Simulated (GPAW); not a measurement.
Input and output of a self-consistent single point for SrMg (Cm, 6 atoms in the cell) (GPAW).

Method: PBEsol, GPAW PAW datasets PBEsol (made by gpaw-setup) (plane waves; GPAW 25.7.0).

The change in words: lattice scaled by 0.985; ecut: 850 eV → 510 eV. Reference geometry:
```yaml
crystal:
  lattice:
    - [7.00977, -2.01530, 0.00000]
    - [7.00977, 2.01530, 0.00000]
    - [-2.35699, 0.00000, 7.98336]
  atoms:
    - { symbol: Sr, position: [0.38658, 0.38658, 0.23282] }
    - { symbol: Sr, position: [0.67302, 0.67302, 0.33284] }
    - { symbol: Sr, position: [0.04629, 0.04629, 0.63542] }
    - { symbol: Mg, position: [0.99421, 0.99421, 0.00136] }
    - { symbol: Mg, position: [0.33496, 0.33496, 0.70848] }
    - { symbol: Mg, position: [0.73160, 0.73160, 0.92241] }
```

Reference input (self-consistent single point, DFT PBEsol, plane waves, GPAW PAW datasets PBEsol (made by gpaw-setup)): mode = pw; ecut = 850 eV; xc = PBEsol; kpts = 5 5 3; mesh shift (steps) = 0 0 0; occupations.name = methfessel-paxton; occupations.width = 0.136 eV; occupations.order = 1; nbands = -14; convergence.density = 1e-05 e/electron; symmetry.symmorphic = false; symmetry.tolerance = 0.0005. This run's input differs from it in these lines:

```diff
@@ -5,14 +5,14 @@
 atoms = Atoms(['Sr', 'Sr', 'Sr', 'Mg', 'Mg', 'Mg'],
-              cell=[[7.009770, -2.015300, 0.000000],
-                    [7.009770, 2.015300, 0.000000],
-                    [-2.356991, 0.000000, 7.983362]],
-              positions=[[4.870919, 0.000000, 1.858686],
-                         [8.650930, -0.000000, 2.657182],
-                         [-0.848715, -0.000000, 5.072788],
-                         [13.935161, 0.000000, 0.010857],
-                         [3.026104, -0.000000, 5.656052],
-                         [8.082583, -0.000000, 7.363933]],
+              cell=[[6.904623, -1.985070, 0.000000],
+                    [6.904623, 1.985070, 0.000000],
+                    [-2.321636, 0.000000, 7.863612]],
+              positions=[[4.797855, -0.000000, 1.830806],
+                         [8.521165, 0.000000, 2.617325],
+                         [-0.835984, 0.000000, 4.996696],
+                         [13.726133, 0.000000, 0.010695],
+                         [2.980712, -0.000000, 5.571212],
+                         [7.961344, -0.000000, 7.253474]],
               pbc=True)
 
-calc = GPAW(mode=PW(850),
+calc = GPAW(mode=PW(510),
             xc='PBEsol',
```

Output (repeated stretches shortened):

```
     iter     time        total  log10-change:
                         energy   eigst   dens
iter:   1 --:--:--   -10.536091
iter:   2 --:--:--   -10.728802   -0.64  -1.53
iter:   3 --:--:--   -10.665542   -1.52  -1.58
iter:   4 --:--:--   -10.647153   -1.99  -1.70
iter:   5 --:--:--   -10.632992   -2.78  -1.97
iter:   6 --:--:--   -10.634214c  -3.58  -2.28
iter:   7 --:--:--   -10.627834c  -3.73  -2.36
iter:   8 --:--:--   -10.626086c  -4.39  -2.66
iter:   9 --:--:--   -10.625247c  -4.55  -2.89
iter:  10 --:--:--   -10.625218c  -5.53  -3.24
   [... 2 lines left out ...]
iter:  13 --:--:--   -10.625143c  -6.49  -3.62
iter:  14 --:--:--   -10.625139c  -6.75  -3.81
iter:  15 --:--:--   -10.625137c  -7.35  -4.00
iter:  16 --:--:--   -10.625136c  -7.33  -4.09
iter:  17 --:--:--   -10.625137c  -8.03c -4.35
iter:  18 --:--:--   -10.625138c  -8.29c -4.50
iter:  19 --:--:--   -10.625137c  -8.44c -4.64
iter:  20 --:--:--   -10.625137c  -9.06c -4.96
iter:  21 --:--:--   -10.625137c  -9.31c -5.07c
Converged after 21 iterations.

Dipole moment: (-10.553386, 0.000000, 3.502824) |e|*Ang

Energy contributions relative to reference atoms: (reference = -275646.812929)

Kinetic:         -3.201093
Potential:      +13.313239
External:        +0.000000
XC:             -20.005572
Entropy (-ST):   -0.002422
Local:           -0.730096
SIC:             +0.000000
--------------------------
Free energy:    -10.625944
Extrapolated:   -10.625137

Showing only first 2 kpts
 Kpt  Band  Eigenvalues  Occupancy
  0    28      2.39389    2.00000
  0    29      3.05334    2.00000
  0    30      3.84000    1.02128
  0    31      4.50750   -0.00000

  1    28      2.93411    2.00000
  1    29      3.47501    2.00092
  1    30      3.83434    1.09152
  1    31      4.17357   -0.00301

Fermi level: 3.84171

No gap
   [... lines left out ...]
  0 Sr   -0.06894    0.00000    0.07429
  1 Sr    0.03969    0.00000    0.06377
  2 Sr   -0.03900    0.00000   -0.04791
  3 Mg    0.17427    0.00000    0.04579
  4 Mg    0.01739    0.00000   -0.06102
  5 Mg   -0.12348    0.00000   -0.07510

Stress tensor:
    -0.002707     0.000000     0.003003
     0.000000    -0.001263    -0.000000
     0.003003    -0.000000    -0.001960
Stress (GPa, Voigt): [-0.4337 -0.2023 -0.314  -0.      0.4811  0.    ]
```

The run converged in 21 iterations. GPAW prints stress with tension positive. Against the reference run the free energy goes up by 5.6 meV/atom and the largest force goes from 0.138 to 0.180 eV/Å.

At such cutoffs GPAW's stress carries a finite-basis (Pulay) error, which enters relaxed cells too; its log prints stress with tension positive.

The starting cell comes from a database of computed structures (which also holds hypothetical and non-ambient phases and stackings), without a prior relaxation at this level. For this run, on top of that: lattice scaled by 0.985.

Cost on one core of a shared machine: roughly 5 min.
